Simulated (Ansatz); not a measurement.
The parent structure is HgTe in the zinc blende structure (space group F-43m, No. 216; a = 6.6507 Å).

Structures relaxed with Ansatz (a quantum-chemistry and plane-wave program) PBE, without spin-orbit coupling.

Base:

Simulated powder pattern, Mo Kα, λ = 0.71073 Å (kinematic, ideal powder, no thermal factors, no anomalous dispersion; the 14 strongest lines at most, above 2 %, up to 2θ = 40°):

```csv
2θ (°),I/Imax (%),hkl
10.62,100,(111)
12.27,5.5,(200)
17.39,85,(220)
20.42,58,(311)
24.68,16,(400)
26.94,27,(331)
27.65,3.0,(420)
30.35,35,(422)
32.24,21,(333)
35.19,11,(440)
36.86,20,(531)
39.50,15,(620)
```

After one change:

Simulated powder pattern, Mo Kα, λ = 0.71073 Å (kinematic, ideal powder, no thermal factors, no anomalous dispersion; the 14 strongest lines at most, above 2 %, up to 2θ = 40°):

```
2θ (°)  I/Imax (%)
------  ----------
10.71          100
12.37          5.5
17.53           84
20.58           58
24.89           16
27.16           27
27.88          3.0
30.60           35
32.51           21
35.48           11
37.17           20
39.84           15
```

Task: Which change produced these results?
A) pressure 0.9 GPa
B) pressure 4.5 GPa
C) pressure 22.5 GPa
D) pressure 15 GPa

Result: A, pressure 0.9 GPa. Its volume per atom is 35.89 Å³ against 36.77 Å³, and its space group is F-43m (No. 216).

Load acts through the strain it causes; cell and atoms are relaxed under it. Whether these cells are dynamically stable was not tested. Tetrahedral semiconductors of this kind turn to denser phases somewhere between about 1 and 50 GPa; those were not computed, so compressed cells here can lie past the real transition. All final runs are without spin polarisation.
